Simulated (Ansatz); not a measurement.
By PBEsol, the system below comes out a metal.

```xyz
1
Lattice="2.8253 0.0000 0.0000 0.0000 2.8253 0.0000 1.4127 -1.4127 1.9978" Properties=species:S:1:pos:R:3 pbc="T T T"
Pd     0.0000     0.0000     0.0000
```

The cell is strained (all lengths scaled by 1.02); by PBEsol it stands under a pressure of -14.5 GPa.

The current flows along the normal of the first two printed cell vectors, the (001) plane of the conventional cell. No spin-orbit coupling; the value is a mean over 0.1 eV about the Fermi level.

### Question
State the ballistic conductance per area according to PBEsol (Ansatz, a first-principles code).

### Answer
1.6 × 10¹⁵ S/m² for both spins.
